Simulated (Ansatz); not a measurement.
The starting structures come from a database of crystals and need not be the phases stable at ambient conditions.

The decay constant κ of evanescent states in the gap governs leakage through a thin film.

Input:

```yaml
crystal:
  lattice:
    - [7.53592, 0.00000, 0.00000]
    - [-3.72230, 6.55245, 0.00000]
    - [-2.76763, 1.61080, 5.79597]
  atoms:
    - { symbol: Ag, position: [0.29188, 0.70812, 0.03288] }
    - { symbol: Ag, position: [0.58833, 0.41167, 0.80045] }
    - { symbol: Ag, position: [0.00062, 0.99938, 0.00579] }
    - { symbol: P, position: [0.81014, 0.18986, 0.04382] }
    - { symbol: P, position: [0.49117, 0.50883, 0.05214] }
    - { symbol: P, position: [0.08305, 0.91695, 0.72791] }
    - { symbol: P, position: [0.77689, 0.73569, 0.53071] }
    - { symbol: P, position: [0.26431, 0.22311, 0.53071] }
    - { symbol: P, position: [0.91104, 0.38690, 0.50090] }
    - { symbol: P, position: [0.61310, 0.08896, 0.50090] }
    - { symbol: P, position: [0.05486, 0.38884, 0.27147] }
    - { symbol: P, position: [0.61116, 0.94514, 0.27147] }
    - { symbol: P, position: [0.80792, 0.64846, 0.26563] }
    - { symbol: P, position: [0.35154, 0.19208, 0.26563] }
```

Space group of this cell: Cm. The cell is taken as given; by PBEsol its mean pressure is -1.2 GPa.

Transport runs along the normal of the first two printed cell vectors.

The gap is the functional's own, uncorrected, and κ follows it; spin-orbit coupling is left out. Mid-gap values are interpolated between the computed energies.

State the band gap and the smallest decay constant κ at mid-gap according to PBEsol (Ansatz, a quantum-chemistry and plane-wave program).

Gap 0.77 eV on a 6×6×6 mesh; κ = 0.129 1/Å, at the zone centre.
